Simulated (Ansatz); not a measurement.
BeS under a change: isotropic strain +0.50 %

Base system: BeS in the zinc blende structure (space group F-43m, No. 216; a = 4.7964 Å).

It is then changed as follows: every lattice vector is stretched by 0.50 %, atoms relaxed at fixed cell.

All numbers come from DFT with LDA, PAW potentials and a 420 eV plane-wave cutoff in Ansatz (a quantum-chemistry and plane-wave program), no spin-orbit coupling. k-mesh 12×12×12 (Γ-centred); smearing 0.05 eV (Fermi–Dirac).

```csv
quantity,base,changed,shift
volume per atom,13.79 Å³,14.00 Å³,+0.21 Å³
space group,F-43m (No. 216),F-43m (No. 216),–
shortest interatomic distance,2.077 Å,2.087 Å,+0.010 Å
energy relative to the base (free energy F),0 meV/atom,+1.0 meV/atom,+1.0 meV/atom
pressure,0.00 GPa,-1.49 GPa,-1.49 GPa
band gap,2.82 eV,2.86 eV,+0.034 eV
gap character,"indirect, Γ → X","indirect, Γ → X",–
smallest direct gap,5.49 eV,5.49 eV,0.00 eV
width of the top valence band,3.57 eV,3.50 eV,-0.07 eV
electron mass,"0.80 mₑ along k, 0.28 mₑ across (at X)","0.80 mₑ along k, 0.28 mₑ across (at X)",–
"hole mass (degenerate bands, along [100])","0.34, 0.53, 0.53 mₑ (at Γ)","0.33, 0.54, 0.54 mₑ (at Γ)",–
```

Masses are band curvatures over ±0.01 Å⁻¹ around the edge. Along k means along the line from Γ to the band edge. Whether these cells are dynamically stable was not tested.
